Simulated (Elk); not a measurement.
Elk run on CaMg₇ (P-6m2, 8 atoms in the cell): self-consistent single point.

Method: PBEsol, all-electron FP-LAPW, Elk's shipped species files, default APW+lo basis run with Elk.

The change in words: lattice scaled by 0.98. Reference geometry:
```yaml
crystal:
  lattice:
    - [6.78999, 0.00000, 0.00000]
    - [-3.39500, 5.88030, 0.00000]
    - [0.00000, 0.00000, 5.37007]
  atoms:
    - { symbol: Ca, position: [0.00000, 0.00000, 0.50000] }
    - { symbol: Mg, position: [0.00463, 0.50231, 0.50000] }
    - { symbol: Mg, position: [0.49768, 0.99537, 0.50000] }
    - { symbol: Mg, position: [0.49768, 0.50231, 0.50000] }
    - { symbol: Mg, position: [0.17020, 0.34040, 0.00000] }
    - { symbol: Mg, position: [0.17020, 0.82980, 0.00000] }
    - { symbol: Mg, position: [0.65960, 0.82980, 0.00000] }
    - { symbol: Mg, position: [0.66667, 0.33333, 0.00000] }
```

Reference input (self-consistent single point, DFT, PBEsol, all-electron FP-LAPW, Elk's shipped species files, default APW+lo basis): xctype = 22; swidth = 0.00367493 Ha; ngridk = 4 4 5; maxscl = 100. This run's input differs from it in these lines:

```diff
@@ -16,5 +16,5 @@
 avec
-    6.7899911747    0.0000002095    0.0000000000
-   -3.3949957687    5.8803047440    0.0000000000
-    0.0000000000    0.0000000000    5.3700720000
+    6.6541913189    0.0000001760    0.0000000000
+   -3.3270958119    5.7626986358    0.0000000000
+    0.0000000000    0.0000000000    5.2626710000
```

Output, abridged:

```
│ Self-consistent loop started │
│ Loop number : 1 │
 total energy                :     -2082.40143566
│ Loop number : 2 │
 total energy                :     -2082.27337874
RMS change in Kohn-Sham potential (target) :   0.8406039888     (  0.1000000000E-05)
Absolute change in total energy (target)   :   0.1280569168     (  0.1000000000E-03)
│ Loop number : 3 │
 total energy                :     -2083.15018416
RMS change in Kohn-Sham potential (target) :   0.7531999169     (  0.1000000000E-05)
Absolute change in total energy (target)   :   0.8447911894     (  0.1000000000E-03)
│ Loop number : 4 │
   [... lines left out ...]
Absolute change in total energy (target)   :   0.2675648511E-03 (  0.1000000000E-03)
│ Loop number : 14 │
 total energy                :     -2079.02901451
RMS change in Kohn-Sham potential (target) :   0.3748615949E-06 (  0.1000000000E-05)
Absolute change in total energy (target)   :   0.1061909443E-03 (  0.1000000000E-03)
│ Loop number : 15 │
 total energy                :     -2079.02900589
RMS change in Kohn-Sham potential (target) :   0.1436146564E-06 (  0.1000000000E-05)
Absolute change in total energy (target)   :   0.3516553443E-04 (  0.1000000000E-03)
Convergence targets achieved

│ Loop number : 16 │

Energies :
 Fermi                       :     0.116607406422
 total energy                :     -2079.02900679

Density of states at Fermi energy :    92.56240215
 (states/Hartree/unit cell)

Estimated indirect band gap :   0.2693465044E-02
 from k-point     12 to k-point      3
Estimated direct band gap   :   0.4090276678E-02
 at k-point      8

Charges :
 core                        :    24.00000000
 valence                     :    80.00000000
 interstitial                :    12.56237905
 muffin-tins (core leakage)
  species :    1 (Ca)
   atom    1                 :    18.23037348     (  0.1984413167E-07)
  species :    2 (Mg)
   atom    1                 :    10.46259658     (  0.6661338148E-15)
   atom    2                 :    10.46259658     (  0.6661338148E-15)
   [... lines left out ...]
   atom    5                 :    10.46337148     (   0.000000000    )
   atom    6                 :    10.46337148     (   0.000000000    )
   atom    7                 :    10.42934328     ( -0.4440892099E-15)
 total in muffin-tins        :    91.43762095
 total calculated charge     :    103.9664539
 total charge                :    104.0000000
 error                       :   0.3354613515E-01

│ Self-consistent loop stopped │
```

The run converged in 16 iterations. The count includes the last loop, which Elk runs after its targets are met. Against the reference run the free energy falls by 20.8 meV/atom.

The starting cell comes from a database of computed structures (which also holds hypothetical and non-ambient phases and stackings), without a prior relaxation at this level. Its lattice was rescaled by a random factor within 2.5 % of one. For this run, on top of that: lattice scaled by 0.98. Values depend on the basis (sphere radii, cutoffs, local orbitals), which need not be converged. The log's line on a gap gives a spacing of levels on this mesh, which the program prints for metals too.

Cost on one core of a shared machine: roughly 90 s.
